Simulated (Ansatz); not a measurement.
A user runs Ansatz (a program for electronic structure) on K₂LiMn₂O₄ (C2, 18 atoms in the cell) and asks whether the run is sound. The aim is a self-consistent single point with DFT, PBEsol, plane waves, default PAW files made with PBE.

Cell that was meant: a = 6.4634 Å, b = 6.4634 Å, c = 6.6518 Å, α = 93.18°, β = 93.18°, γ = 94.13°.

Part of the input:

Ansatz 0.2 input:
```yaml
    - { symbol: O, position_ang: [6.07599448, -0.18209275, 0.03891697] }
    - { symbol: O, position_ang: [2.55206169, 0.14395170, 3.53919040] }
    - { symbol: O, position_ang: [5.71203631, 0.14395170, 3.09061760] }
basis:
  ecutwfc: 125.0
kpoints:
  mp_grid: { grid: [2, 2, 2] }
hamiltonian:
```

Output, abridged:

```
   [... lines left out ...]
PAW frozen core: O, regenerated for the run's functional, and the local potential with it
Initial density: superposition of atomic densities (chi_scale 0.1, normalization cell, long waves kept (reshape's long-wave potential 0.12 eV rms))
Starting moments: Σ|m| = 16 μB on 4 of 18 sites
Initial wavefunctions: pseudopotential atomic-orbital guess
Eigensolver: davidson
Functional: x = pbesol(κ = 0.804, μ = 0.12345679012345678), c = pbesol(β = 0.046)
SCF iter   1: F=—  HF=-25950.627659 eV  |F-HF|=—  |Δ(HF+E_count)|=         —  Δρ=4.11e-1 (↑4.11e-1 ↓2.01e-1)  dr2=6.60e2  dr2_m=5.54e1  M=3.512 μB ∫|m|=4.976 μB  β_m=0.30  ethr=3.10e-3  ⟨swp⟩=7.4  Hψ=4963  notcnv=0  defer=5
Mixer restart at iter 1: flushing history
all-band conjugate gradients solve this SCF's bands
preconditioner: auto → Kerker (q_TF=auto, 2.464 Å⁻¹)
   [... lines left out ...]
SCF iter  20: F=—  HF=-25636.760699 eV  |F-HF|=—  |Δ(HF+E_count)|=   1.85e-9  Δρ=5.37e-7 (↑3.73e-7 ↓5.37e-7)  dr2=5.74e-9  dr2_m=1.61e-10  M=0.001 μB ∫|m|=10.589 μB  β_m=1.00  ethr=2.49e-11  ⟨swp⟩=2.2  Hψ=1606  notcnv=0  defer=172
SCF iter  21: F=-25636.760699 eV  HF=-25636.760699 eV  |F-HF|=9.25e-9  |Δ(HF+E_count)|=  7.75e-10  Δρ=7.10e-7 (↑7.10e-7 ↓6.31e-7)  dr2=1.07e-8  dr2_m=3.66e-11  M=0.001 μB ∫|m|=10.589 μB  ethr=3.83e-12  ⟨swp⟩=9.6  Hψ=5079  notcnv=0
SCF 1 converged in 21 iterations: F = -25636.760699 eV  dr2 = 1.07e-8
Crystal: 18 atoms, lattice volume = 276.246 Å³
Initial density: read from a saved state, or passed on in memory by an earlier SCF of this step, an earlier step, the calling program or the single point that …
Starting moments: Σ|m| = 16 μB on 4 of 18 sites; this step starts from the density that it was given
Initial wavefunctions: those read from a saved state, or passed on in memory by an earlier step or the calling program
iter 1 solved again at ethr=7.07e-12 eV; its pass at ethr=6.67e-7 eV (dr2=1.06e-8 eV) is discarded
   [... lines left out ...]
preconditioner: auto → Resta (q_TF=auto, 2.464 Å⁻¹)
spin=Collinear: Resta preconditioning applied to the charge; magnetization (m = ρ↑ − ρ↓) channel mixes plain (no charge-response kernel on spin).
Crystal: 18 atoms, lattice volume = 276.246 Å³
preconditioner: auto → Resta (q_TF=auto, 2.464 Å⁻¹)
spin=Collinear: Resta preconditioning applied to the charge; magnetization (m = ρ↑ − ρ↓) channel mixes plain (no charge-response kernel on spin).
Crystal: 18 atoms, lattice volume = 276.246 Å³
preconditioner: auto → Resta (q_TF=auto, 2.464 Å⁻¹)
spin=Collinear: Resta preconditioning applied to the charge; magnetization (m = ρ↑ − ρ↓) channel mixes plain (no charge-response kernel on spin).
WARN: the starting moments were not kept: 2 of 4 ended reversed and 2 kept their direction, counting a site from 0.1 μB …
WARN: an SCF from antiferromagnetic starting moments (0.00, 0.00, 0.00, 0.00, 0.00, 0.00, -4.00, 4.00, -4.00, 4.00, 0.00, 0.00, 0.00, 0.00, 0.00, 0.00, 0.00, …
   [... lines left out ...]
  atom  18  O      0.78394824    -0.62358920    -0.24183543
--- Stress (GPa, compression-positive) ---
       -5.998338       0.000000      -0.344865
        0.000000     -56.200564       0.000000
       -0.344863       0.000000     -33.445559
  P = ⅓ Tr σ = -31.8815 GPa (-318.815 kbar)
  The stress holds the Pulay correction. Without it, at fixed plane waves, as pw.x and ABINIT print it: P = -1120.8876 GPa
```

Q: Can these results be used? Check the input.

A: The run is not sound. The fault is a basis or grid far too coarse for these potentials. The error of an incomplete plane-wave basis or grid does not cancel at such settings. To fix it, restore the cutoff that the potentials need and check convergence. The run converged in 32 iterations without an error; against the sound input the free energy goes up by 44.5 eV/atom, the pressure goes from -5.56 to -31.88 GPa, the largest force goes from 0.832 to 6.623 eV/Å and the size of the net moment goes from 1.00 to 0.00 μB/atom. At a fixed set of plane waves, without the program's Pulay estimate, the pressure is -1120.89 GPa against -5.94 GPa.

The sound input it was made from differs as follows (other fixes are possible):
```diff
-basis:
-  ecutwfc: 125.0
```

With that input, the run converged in 15 iterations: free energy E − TS (on the zero of these files) -26437.4917 eV; pressure -5.56 GPa; largest force (vector length) 0.832 eV/Å; size of the cell's spin moment 18.00 μB (DFT, PBEsol, plane waves, default PAW files made with PBE).

On the sound input: the starting cell comes from a database of computed structures (which also holds hypothetical and non-ambient phases and stackings), without a prior relaxation at this level. The magnetic order is the one reached from the typed start; others were not searched systematically. The program warned that, by what it read of turns of the moments, another magnetic order lies lower. With a pressure of about -6 GPa the cell is away from its equilibrium volume at this level. Ansatz's pressure includes its estimate of the finite-basis (Pulay) stress.
